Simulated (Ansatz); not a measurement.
The reference is SnO2 in the rutile structure (space group P4_2/mnm, No. 136; a = 4.722 Å, c = 3.190 Å). Axes: x, y, z lie along a, b, c of the conventional cell.

One thing is altered: uniaxial strain ε_xx = −2.40 %, all other strain components held at zero; the atoms relax in the strained cell.

The values are results of LDA, PAW, 420 eV (Ansatz, a quantum-chemistry and plane-wave program; spin-orbit coupling left out), not measurements.

### Question
Give the band edges at the high-symmetry points of the new zone, measured from its valence-band maximum.

### Answer
| point | valence edge (eV) | conduction edge (eV) |
|---|---|---|
| Γ | 0.00 | 1.43 |
| X | -0.64 | 4.57 |
| S | -0.88 | 4.97 |
| Y | -0.61 | 4.63 |
| Z | -1.28 | 6.33 |
| U | -0.64 | 6.66 |
| R | -0.83 | 4.98 |
| T | -0.64 | 6.61 |

The gap is 1.43 eV, direct at Γ.

Whether these cells are dynamically stable was not tested. Labels are those of the standard path for the cell's own space group.
